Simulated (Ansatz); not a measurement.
# Effect of uniaxial stress, 0.5 GPa tension along z on La2O3

The parent structure is La₂O₃ (space group P-3m1, No. 164; a = 3.906 Å, c = 6.040 Å). Axes: x lies along a and z along c of the hexagonal cell.

One thing is altered: uniaxial stress, 0.5 GPa tension along z, with the cell and atoms free to relax against it.

Method: PBEsol in Ansatz (plane waves to 420 eV, PAW, scalar-relativistic without spin-orbit coupling). k-mesh 10×10×6 (Γ-centred); smearing 0.05 eV (Fermi–Dirac).

The volume per atom rises by 0.044 Å³ to 16.01 Å³ and the space group remains P-3m1 (No. 164). The shortest interatomic distance is nearly the same (2.349 Å against 2.347 Å) and the energy hardly moves. The band gap increases by 0.012 eV, from 3.77 eV to 3.79 eV and the smallest direct gap remains 3.86 eV. The width of the top valence band stays 0.41 eV and the electron mass becomes 1.4 mₑ (at K) (base: 1.3 mₑ (at K)). The strain response (xx, yy, zz) is (−0.14, −0.14, +0.55) %.

Final structure:

```xyz
5
Lattice="3.9008 0.0000 0.0000 -1.9504 3.3782 0.0000 0.0000 0.0000 6.0729" Properties=species:S:1:pos:R:3 pbc="T T T"
La     0.0000     2.2521     1.4926
La     1.9504     1.1261     4.5803
O      0.0000     0.0000     0.0000
O      0.0000     2.2521     3.9197
O      1.9504     1.1261     2.1533
```

Masses are band curvatures over ±0.01 Å⁻¹ around the edge. Semilocal Kohn–Sham gaps tend to fall short of experiment. Beyond what the load breaks, stability against distortions was not tested.

Ansatz is a program for electronic structure.
